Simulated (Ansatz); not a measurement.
The reference is AlAs in the zinc blende structure (space group F-43m, No. 216).

```xyz
2
Lattice="0.0000 2.8373 2.8373 2.8373 0.0000 2.8373 2.8373 2.8373 0.0000" Properties=species:S:1:pos:R:3 pbc="T T T"
As     4.2560     4.2560     4.2560
Al     0.0000     0.0000     0.0000
```

All numbers come from PBEsol (Ansatz, a program for electronic structure, PAW, spin-orbit coupling left out).

Before the change:

| Quantity | Value |
|---|---|
| Band gap | 1.34 eV |
| Lattice parameter a | 10.724 bohr |
| Smallest direct gap | 1.91 eV |

It is then changed as follows: P takes the place of As on all its sites, then cell and atoms are relaxed.

Q: What does the calculation give for the band gap, lattice parameter a and smallest direct gap after the change?

A: The band gap rises by 0.11 eV, from 1.34 eV to 1.45 eV; the lattice parameter a drops by 0.386 bohr to 10.338 bohr; the smallest direct gap goes up by 1.24 eV, from 1.91 eV to 3.15 eV.

Gaps are read on the SCF mesh and a high-symmetry path. Stability against distortions was not tested.
